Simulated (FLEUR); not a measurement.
Input and output of a self-consistent single point for Mo (Im-3m, 1 atom in the cell) (FLEUR).

Computed with PBE, all-electron FLAPW (FLEUR), scalar-relativistic valence run with FLEUR.

The change in words: lattice scaled by 0.98. Reference geometry:
```
CELL_PARAMETERS angstrom
     -1.55784     1.55784     1.55784
      1.55784    -1.55784     1.55784
      1.55784     1.55784    -1.55784
ATOMIC_POSITIONS crystal
  Mo 0.00000 0.00000 0.00000
```

Reference input (self-consistent single point, DFT, PBE, all-electron FLAPW (FLEUR), scalar-relativistic valence): Kmax = 4.2 1/bohr; GmaxXC = 16.8 1/bohr; xcFunctional = pbe; jspins = 1; l_soc = F; mode = gauss; fermiSmearingEnergy = 0.00183747 Htr; mesh (inpgen div1-3) = 10 10 10; inpgen gamma flag = true; Gmax = 16.8 1/bohr; numbands = 0; maxIterBroyd = 15. This run's input differs from it in these lines:

```diff
@@ -3,5 +3,5 @@
 &input film=f /
--2.9438833871 2.9438833871 2.9438833871
-2.9438833871 -2.9438833871 2.9438833871
-2.9438833871 2.9438833871 -2.9438833871
+-2.8850051902 2.8850051902 2.8850051902
+2.8850051902 -2.8850051902 2.8850051902
+2.8850051902 2.8850051902 -2.8850051902
 1.0
@@ -42,5 +42,5 @@
          <bravaisMatrix>
-            <row-1>   -2.9438833871000001     2.9438833871000001     2.9438833871000001</row-1>
-            <row-2>    2.9438833871000001    -2.9438833871000001     2.9438833871000001</row-2>
-            <row-3>    2.9438833871000001     2.9438833871000001    -2.9438833871000001</row-3>
+            <row-1>   -2.8850051901999998     2.8850051901999998     2.8850051901999998</row-1>
+            <row-2>    2.8850051901999998    -2.8850051901999998     2.8850051901999998</row-2>
+            <row-3>    2.8850051901999998     2.8850051901999998    -2.8850051901999998</row-3>
          </bravaisMatrix>
```

Output (repeated stretches shortened):

```
 Iteration:     1   Distance:      16.36608598 me/bohr^3
 Iteration:     2   Distance:      15.00208950 me/bohr^3
 Iteration:     3   Distance:       6.10142218 me/bohr^3
 Iteration:     4   Distance:       2.70394001 me/bohr^3
 Iteration:     5   Distance:       1.13993606 me/bohr^3
   [... 5 lines left out ...]
 Iteration:    11   Distance:       0.00108531 me/bohr^3
 Iteration:    12   Distance:       0.00004010 me/bohr^3
 Iteration:    13   Distance:       0.00003656 me/bohr^3
 Iteration:    14   Distance:       0.00000076 me/bohr^3
 Run finished successfully
 Stop message:
   Structural relaxation: Done

[file out, last iteration]
             iter=     15
[...]
          total density-effective poten   -6.5936953013E+03
          total charge density-energy d   -1.2398809416E+02
 Updated energy parameters for spin:           1
[...]
 fermi energy and band-weighting factors:

[...]
FERMIE:
          first approx. to ef    (T=0)  :   0.680263 htr   (energy of the highest occ. eigenvalue)
          number of occ. states  (T=0)  :        330
          first approx. to seigv (T=0)  :  -3.456543 htr
          sum of weights of occ. states :   7.000000
          sum of semicore charge        :   0.000000 e
          fermi energy=   0.68127 har   work function= -18.53840 ev
          number of valence electrons=  14.00000
     band-weighting factor for spin=    1
   [... lines left out ...]
          total moment                 =     0.00000
 Direct bandgap for spin            1 :    3.8497031511549373E-002  Htr
   [... lines left out ...]
 ---->    (input%tkb*entropy) TS=              0.0000000000 htr
 ---->    free energy=                     -4049.5846190141 htr
      extrapolation for T->0
 ---->    total electron energy=           -4049.5846190141 htr
 ***** TOTAL FORCES ON ATOMS *****
 TOTAL FORCE FOR ATOM TYPE=  1  X=  0.000   Y=  0.000   Z=  0.000
                       FX_TOT= 0.000000 FY_TOT= 0.000000 FZ_TOT= 0.000000
 Structural relaxation: Done
```

The run converged in 14 iterations. FLEUR gives forces in its relaxation mode, with a further iteration, so its stop message speaks of a relaxation. Against the reference run the total energy goes up by 125 meV/atom.

The starting cell comes from a database of computed structures (which also holds hypothetical and non-ambient phases and stackings), without a prior relaxation at this level. Its lattice was rescaled by a random factor within 2.5 % of one. For this run, on top of that: lattice scaled by 0.98. Spin polarisation is off. Values depend on the basis (sphere radii, cutoffs, local orbitals), which need not be converged. The log's line on a gap gives a spacing of levels on this mesh, which the program prints for metals too.
